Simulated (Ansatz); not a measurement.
Consider ZnGeP2 in the chalcopyrite structure (space group I-42d, No. 122).

```xyz
8
Lattice="-2.7499 2.7499 5.4224 2.7499 -2.7499 5.4224 2.7499 2.7499 -5.4224" Properties=species:S:1:pos:R:3 pbc="T T T"
Zn     0.0000     0.0000     0.0000
Zn     0.0000     2.7499     2.7112
Ge     0.0000     0.0000     5.4224
Ge     2.7499     0.0000     2.7112
P      1.3564     1.3750     6.7780
P      1.3750    -1.3564     4.0668
P      1.3936     1.3750     1.3556
P      1.3750     4.1063    -1.3556
```

Cartesian axes are those of the cell as printed.

Computed with DFT with PBE, PAW potentials and a 420 eV plane-wave cutoff in Ansatz (an electronic-structure program), no spin-orbit coupling.

Strains are applied to the cell and any free atomic positions relax.

One change was made to it. Results:

```tsv
quantity	base	after
shortest interatomic distance	4.459 bohr	4.481 bohr
pressure (mean of the normal stresses, compression positive)	0.00 GPa	-1.07 GPa
energy relative to the base (free energy F)	0 meV/atom	+1.7 meV/atom
```

**Question.** What was done to the base?
A. uniaxial strain ε_zz = +3.00 %
B. uniaxial strain ε_zz = +2.25 %
C. uniaxial strain ε_zz = +1.50 %
D. uniaxial strain ε_zz = +0.75 %

**Answer.** C, uniaxial strain ε_zz = +1.50 %. For comparison, the energy relative to the base in the other runs: uniaxial strain ε_zz = +2.25 % gives +3.8 meV/atom; uniaxial strain ε_zz = +0.75 % gives +0.4 meV/atom; uniaxial strain ε_zz = +3.00 % gives +6.7 meV/atom.

Stability against distortions was not tested.
